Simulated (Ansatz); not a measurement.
## Carrier properties of SnO$_{2}$ under load (space group P4_2/mnm)

Data:

```xyz
6
Lattice="4.8149 0.0000 0.0000 0.0000 4.8149 0.0000 0.0000 0.0000 3.2238" Properties=species:S:1:pos:R:3 pbc="T T T"
Sn     0.0000     0.0000     0.0000
Sn     2.4074     2.4074     1.6119
O      1.4770     1.4770     0.0000
O      3.3379     3.3379     0.0000
O      3.8844     0.9305     1.6119
O      0.9305     3.8844     1.6119
```

These are PBE, rigid bands (plane waves, PAW, scalar-relativistic; Ansatz, an electronic-structure program) values and carry that method's errors. Condition of this run: hydrostatic pressure of -4 GPa (compression positive) (the target of the relaxation). Geometry: cell and atoms relaxed with PBEsol, then loaded as said.

```
Quantity                                                                                                                                                             Result
---------------------------------------------------------------------------------------------------------------------------------------  ----------------------------------
band gap                                                                                                                                                            0.80 eV
electron conductivity mass (300 K, dilute)                                                                                               0.191 (x), 0.191 (y), 0.171 (z) mₑ
hole conductivity mass (300 K, dilute)                                                                                                       1.46 (x), 1.46 (y), 2.1 (z) mₑ
effective density of states N_c (300 K)                                                                                                                         1.9e18 cm⁻³
effective density of states N_v (300 K)                                                                                                                         4.8e19 cm⁻³
density-of-states mass, electrons                                                                                                                                  0.178 mₑ
density-of-states mass, holes                                                                                                                                       1.55 mₑ
Seebeck coefficient, n-type 1e19 cm⁻³, 300 K                                                                                                                      -107 μV/K
best n-type power factor at 300 K for τ = 10 fs (best axis; densities from 1e16 to 1e21 cm⁻³ tried, whether or not they can be reached)        1.83 μW/(cm·K²) at 1e19 cm⁻³
Seebeck coefficient, p-type 1e19 cm⁻³, 300 K                                                                                                                       353 μV/K
best p-type power factor at 300 K for τ = 10 fs (best axis; densities from 1e16 to 1e21 cm⁻³ tried, whether or not they can be reached)         5.3 μW/(cm·K²) at 1e20 cm⁻³
```

Rigid bands; masses and Seebeck coefficients take one relaxation time τ for all states and one kind of carrier; polarons and phonon drag are left out. Spin-orbit coupling is left out; where it splits the top of the valence band, N_v and the p-type Seebeck coefficient come out somewhat high without it. Geometry: cell and atoms relaxed with PBEsol.
